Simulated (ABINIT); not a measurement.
Input and output of a self-consistent single point for Na3Tl (I4/mmm, 4 atoms in the cell) (ABINIT).

Level of theory: LDA (PW92), PAW (JTH v2.0 LDA PAW) (plane waves; ABINIT).

The change in words: lattice scaled by 0.98. Reference geometry:
```xyz
4
Lattice="-2.5004 2.5004 5.0209 2.5004 -2.5004 5.0209 2.5004 2.5004 -5.0209" Properties=species:S:1:pos:R:3 pbc="T T T"
Na     0.0000     2.5004     2.5104
Na     2.5004     0.0000     2.5104
Na     0.0000     0.0000     5.0209
Tl     0.0000     0.0000     0.0000
```

Reference input (self-consistent single point, DFT, LDA (PW92), plane waves, PAW (JTH v2.0 LDA PAW)): pseudos = [Na.LDA_PW-JTH.xml, Tl.LDA_PW-JTH.xml]; ecut = 60 Ry; pawecutdg = 120 Ry; pawxcdev = 0; occopt = 7; tsmear = 0.272 eV; ngkpt = 6 6 6; nshiftk = 1; shiftk = 0 0 0; potentials = JTH v2.0 LDA PAW; nband = 27; kptopt = 1. This run's input differs from it in these lines:

```diff
@@ -5,5 +5,5 @@
 rprim
-        -2.5004440000    2.5004440000    5.0208640000
-         2.5004440000   -2.5004440000    5.0208640000
-         2.5004440000    2.5004440000   -5.0208640000
+        -2.4504350000    2.4504350000    4.9204470000
+         2.4504350000   -2.4504350000    4.9204470000
+         2.4504350000    2.4504350000   -4.9204470000
 natom 4
@@ -13,5 +13,5 @@
 xcart
-         0.0000000000    2.5004440000    2.5104320000
-         2.5004440000   -0.0000000000    2.5104320000
-         0.0000000000   -0.0000000000    5.0208640000
+         0.0000000000    2.4504350000    2.4602235000
+         2.4504350000    0.0000000000    2.4602235000
+        -0.0000000000   -0.0000000000    4.9204470000
          0.0000000000    0.0000000000    0.0000000000
```

Output, abridged:

```
--- !BeginCycle
solver: {iscf: 17, nstep: 80, nline: 4, wfoptalg: 10, }
tolerances: {tolvrs: 1.00E-11, }
...

     iter   Etot(hartree)      deltaE(h)  residm     nres2
 ETOT  1  -191.55593528275    -1.916E+02 8.559E+00 5.123E+01
 ETOT  2  -195.60372202039    -4.048E+00 1.982E-01 4.844E+01
 ETOT  3  -195.56722474811     3.650E-02 2.238E-01 1.113E+01
 ETOT  4  -195.55814319207     9.082E-03 8.503E-02 2.554E+00
 ETOT  5  -195.55514420527     2.999E-03 3.202E-02 1.608E-02
   [... 7 lines left out ...]
 ETOT 13  -195.55520321148    -5.358E-10 1.214E-03 2.678E-09
 ETOT 14  -195.55520321162    -1.442E-10 7.780E-04 4.180E-10
 ETOT 15  -195.55520321164    -1.506E-11 3.127E-04 6.815E-11
 ETOT 16  -195.55520321165    -1.228E-11 5.409E-04 6.304E-12
 At SCF step   16       nres2   =  6.30E-12 < tolvrs=  1.00E-11 =>converged.

 Cartesian components of stress tensor (hartree/bohr^3)
  sigma(1 1)=  5.57807835E-05  sigma(3 2)=  0.00000000E+00
  sigma(2 2)=  5.57807835E-05  sigma(3 1)=  0.00000000E+00
  sigma(3 3)=  5.45365289E-05  sigma(2 1)=  0.00000000E+00

 ----iterations are completed or convergence reached----

 reduced coordinates (array xred) for    4 atoms
       0.750000000000      0.250000000000      0.500000000000
       0.250000000000      0.750000000000      0.500000000000
       0.500000000000      0.500000000000      0.000000000000
       0.000000000000      0.000000000000      0.000000000000
 cartesian forces (eV/Angstrom) at end:
    1     -0.00000000000000    -0.00000000000000    -0.00000000000000
   [... lines left out ...]
 Fermi (or HOMO) energy (hartree) =   0.05570   Average Vxc (hartree)=  -0.28476
   [... lines left out ...]
'-kT*entropy'       : -2.63654087833138E-03
total_energy        : -1.95555202575160E+02
total_energy_eV     : -5.32132768309275E+03
...

-Cartesian components of stress tensor (GPa)         [Pressure= -1.6289E+00 GPa]
- sigma(1 1)=  1.64112703E+00  sigma(3 2)=  0.00000000E+00
- sigma(2 2)=  1.64112703E+00  sigma(3 1)=  0.00000000E+00
- sigma(3 3)=  1.60451981E+00  sigma(2 1)=  0.00000000E+00

 Calculation completed.
```

The run converged in 16 iterations. Against the reference run the free energy goes down by 17.7 meV/atom and the pressure goes from -2.14 to -1.63 GPa.

The starting cell comes from a database of computed structures (which also holds hypothetical and non-ambient phases and stackings), without a prior relaxation at this level. Its lattice was rescaled by a random factor within 2.5 % of one. For this run, on top of that: lattice scaled by 0.98.

Cost on one core of a shared machine: roughly 3 min.
